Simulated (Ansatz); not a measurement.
The starting structures come from a database of crystals and need not be the phases stable at ambient conditions.

Given:

```
CELL_PARAMETERS angstrom
      5.17526     0.00000     0.00000
      0.00000     7.31892     0.00000
      0.00000     3.65946     3.65946
ATOMIC_POSITIONS crystal
  Sn 0.50000 0.00000 0.50000
  Sn 0.00000 0.50000 0.00000
  Sn 0.50000 0.50000 0.50000
  Sn 0.00000 0.00000 0.00000
  O  0.16110 0.66110 0.50000
  O  0.83890 0.33890 0.50000
  O  0.66110 0.83890 0.00000
  O  0.33890 0.16110 0.00000
  O  0.83890 0.16110 0.17780
  O  0.16110 0.83890 0.82220
  O  0.33890 0.33890 0.32220
  O  0.66110 0.66110 0.67780
```

Space group of this cell: Pa-3. The cell is taken as given; by r2SCAN its mean pressure is -9.0 GPa.

Level of theory: r2SCAN (plane waves, PAW; Ansatz, a quantum-chemistry and plane-wave program).

The current runs along the normal of the first two printed vectors; no spin-orbit coupling. Scaled by the factor s: all lengths (ions clamped). Meshes 8×8×8 and 6×4 across the current in all rows.

| s | mean pressure (GPa) | slowest mid-gap decay constant κ (1/Å) |
|---|---|---|
| 0.98 | 4.2 | 0.163 |
| 1.00 | -9.0 | 0.114 |
| 1.02 | -18.6 | ? |

**Question.** Take the slope of the slowest mid-gap decay constant κ against ln s from the two given rows, extrapolate to s = 1.02, and say what the run there gives.

**Answer.** Slope = (0.163 − 0.114) / ln 0.98 = -2.43 1/Å. The line gives 0.114 + (-2.43) × ln 1.02 = 0.066 1/Å. The run gives 0.067 1/Å, 0.001 1/Å over the line, 2 % of the predicted step.
